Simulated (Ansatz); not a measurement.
Start from ZnSiP$_{2}$ in the chalcopyrite structure (space group I-42d, No. 122; a = 5.353 Å, c = 10.445 Å). Axes: x, y, z lie along a, b, c of the conventional cell.

All numbers come from PBEsol in Ansatz (plane waves to 420 eV, PAW, spin-orbit coupling left out).

Strains are applied to the cell and any free atomic positions relax; under biaxial strain the out-of-plane vector relaxes too.

One change was made to it. Results:

```tsv
quantity	base	after
shortest interatomic distance	225.5 pm	224.2 pm
band gap	1.16 eV	1.15 eV
energy relative to the base (free energy F)	0 meV/atom	+8.9 meV/atom
valence-band top at Γ (three highest levels, from the VBM)	0.00, -0.12, -0.12 eV	0.00, 0.00, -0.10 eV
```

### Question
Which change produced these results?
A) biaxial strain −2.25 %, plane normal [001], relaxed out of plane
B) biaxial strain −3.00 %, plane normal [001], relaxed out of plane
C) biaxial strain −1.50 %, plane normal [001], relaxed out of plane
D) biaxial strain −0.75 %, plane normal [001], relaxed out of plane

### Answer
A, biaxial strain −2.25 %, plane normal [001], relaxed out of plane. For comparison, the band gap in the other runs: biaxial strain −0.75 %, plane normal [001], relaxed out of plane gives 1.24 eV; biaxial strain −3.00 %, plane normal [001], relaxed out of plane gives 1.08 eV; biaxial strain −1.50 %, plane normal [001], relaxed out of plane gives 1.22 eV.

No phonon test of stability was made.

Ansatz is a quantum-chemistry and plane-wave program.
